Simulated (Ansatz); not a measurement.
Base system: InAgTe$_{2}$ in the chalcopyrite structure (space group I-42d, No. 122).

```
InAgTe2
1.0
   -3.28433     3.28433     6.49971
    3.28433    -3.28433     6.49971
    3.28433     3.28433    -6.49971
In Te Ag
2 4 2
Direct
  0.50000   0.50000   0.00000
  0.25000   0.75000   0.50000
  0.37500   0.36941   0.49441
  0.63059   0.12500   0.00559
  0.87500   0.88059   0.50559
  0.11941   0.62500   0.99441
  0.00000   0.00000   0.00000
  0.75000   0.25000   0.50000
```

Cartesian axes are those of the cell as printed.

The values are results of Ansatz (a quantum-chemistry and plane-wave program) PBE, scalar-relativistic without spin-orbit coupling, not measurements.

Base values:

```
Quantity            Value
---------------  --------
Pressure          0.0 GPa
Volume per atom  35.06 Å³
```

Now apply this change: tensile biaxial strain of 0.75 % in the plane normal to [001], as in epitaxy on a mismatched substrate; the out-of-plane cell vector and the atoms relax.

Question: How does this affect the pressure, energy relative to the base and volume per atom?

Answer: The pressure (mean of the normal stresses, compression positive) goes from zero to -0.2 GPa; the energy rises by 0.5 meV/atom; the volume per atom increases by 0.18 Å³ (35.06 Å³ → 35.24 Å³).

No phonon test of stability was made. All final runs are without spin polarisation. Gaps under 0.05 eV, about the width of the smearing, are given as zero.
